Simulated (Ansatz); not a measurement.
## What Sb → Al does to GaSb

Consider GaSb in the zinc blende structure (space group F-43m, No. 216; a = 6.2141 Å).

Perturbation: Al takes the place of Sb on all its sites, then cell and atoms are relaxed.

All numbers come from PBE (Ansatz, a first-principles code, PAW, no spin-orbit coupling), earlier PAW set. k-mesh 14×14×14 (Γ-centred); smearing 0.05 eV (Fermi–Dirac), for the changed cell.

```json
{
 "volume_per_atom": "25.93 Å³ (base 29.99 Å³)",
 "density": "3.10 g/cm³ (base 5.30 g/cm³)",
 "space_group": "F-43m (No. 216) (base F-43m (No. 216))",
 "shortest_interatomic_distance": "2.563 Å (base 2.691 Å)",
 "band_gap": "zero (base zero)"
}
```

With Sb present, leaving out spin-orbit coupling can change the band edges. Whether these cells are dynamically stable was not tested. As relaxed here, AlGa is a hypothetical phase, not in the database extracts checked. All final runs are without spin polarisation. The zero or small gap of GaSb can change with the level of theory.
